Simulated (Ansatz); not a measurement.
Input and output of a self-consistent single point for Mg5Sc (Amm2, 6 atoms in the cell) (Ansatz, an electronic-structure program).

Method: PBEsol, default PAW files made with PBE (plane waves; Ansatz).

```
CELL_PARAMETERS angstrom
      5.16169     0.00000     0.00000
      0.00000     1.64192     8.12663
      0.00000    -1.64192     8.12663
ATOMIC_POSITIONS crystal
  Mg 0.00000 0.00553 0.00553
  Mg 0.00000 0.67124 0.67124
  Mg 0.00000 0.33492 0.33492
  Mg 0.50000 0.55258 0.55258
  Mg 0.50000 0.88644 0.88644
  Sc 0.50000 0.21596 0.21596
```

Reference input (self-consistent single point, DFT, PBEsol, plane waves, default PAW files made with PBE): kpoints.mp_grid.grid = 5 8 8; hamiltonian.xc = pbesol; hamiltonian.pseudopotentials = {kind: paw} (the program's default PAW files); scf.occupations.method = cold; scf.occupations.width = 0.02 Ry. This run's input differs from it in these lines:

Ansatz 0.2 input:
```diff
@@ -14,3 +14,3 @@
 kpoints:
-  mp_grid: { grid: [5, 8, 8] }
+  mp_grid: { grid: [10, 16, 16] }
 hamiltonian:
```

Log, with long lists cut:

```
SCF iter   1: F=—  HF=-11671.594309 eV  |F-HF|=—  |Δ(HF+E_count)|=         —  Δρ=3.55e-3  dr2=2.64e-2  ethr=1.77e-3  ⟨swp⟩=5.6  Hψ=57133  notcnv=0
all-band conjugate gradients solve this SCF's bands
preconditioner: auto → Kerker (q_TF=auto, 2.382 Å⁻¹)
SCF iter   2: F=—  HF=-11671.587746 eV  |F-HF|=—  |Δ(HF+E_count)|=   6.56e-3  S|Δr|=    0.00e0  Δρ=1.83e-3  dr2=1.07e-2  ethr=4.34e-5  ⟨swp⟩=1.8  Hψ=22467  notcnv=0
   [... lines left out ...]
SCF iter   5: F=—  HF=-11671.585099 eV  |F-HF|=—  |Δ(HF+E_count)|=   2.79e-5  S|Δr|=    0.00e0  Δρ=2.88e-5  dr2=2.25e-6  ethr=4.39e-8  ⟨swp⟩=2.0  Hψ=20697  notcnv=0
SCF iter   6: F=—  HF=-11671.585098 eV  |F-HF|=—  |Δ(HF+E_count)|=   5.62e-7  S|Δr|=    0.00e0  Δρ=6.78e-6  dr2=1.36e-7  ethr=3.68e-9  ⟨swp⟩=2.0  Hψ=19153  notcnv=0
SCF iter   7: F=-11671.585098 eV  HF=-11671.585098 eV  |F-HF|=3.71e-9  |Δ(HF+E_count)|=   3.62e-8  S|Δr|=    0.00e0  Δρ=1.76e-6  dr2=6.58e-9  ethr=1.64e-10  ⟨swp⟩=5.8  Hψ=58644  notcnv=0
SCF 1 converged in 7 iterations: F = -11671.585098 eV  dr2 = 6.58e-9
Stability not checked (fill_not_monotonic)
Free energy (F): -11671.585098 eV
Internal energy: -11671.587100 eV  (E = F + TS)
E sigma→0 (E₀):  -11671.585766 eV
Entropy (-TS):   0.002001 eV (0.334 meV/atom)
Fermi energy:    6.267747 eV
--- Forces (eV/Å), atoms counted from 1 ---
  atom   1  Mg     0.00000000     0.00000000     0.02169506
  atom   2  Mg     0.00000000     0.00000000     0.01152440
  atom   3  Mg     0.00000000     0.00000000    -0.01451856
  atom   4  Mg     0.00000000     0.00000000     0.04049999
  atom   5  Mg     0.00000000     0.00000000    -0.08875518
  atom   6  Sc     0.00000000     0.00000000     0.02955475
--- Stress (GPa, compression-positive) ---
       -0.357055       0.000000       0.000000
        0.000000      -0.271386       0.000000
        0.000000       0.000000      -0.449811
  P = ⅓ Tr σ = -0.3594 GPa (-3.594 kbar)
  The stress holds the Pulay correction. Without it, at fixed plane waves, as pw.x and ABINIT print it: P = -0.3634 GPa
```

The run converged in 7 iterations. Against the reference run the free energy goes up by 3.8 meV/atom, the pressure stays near -0.36 GPa while the yy stress (positive for compression) goes from -0.58 to -0.27 GPa and the largest force goes from 0.081 to 0.089 eV/Å.

The starting cell comes from a database of computed structures (which also holds hypothetical and non-ambient phases and stackings), without a prior relaxation at this level. Ansatz's pressure includes its estimate of the finite-basis (Pulay) stress.

Cost on one core of a shared machine: roughly 2 min.
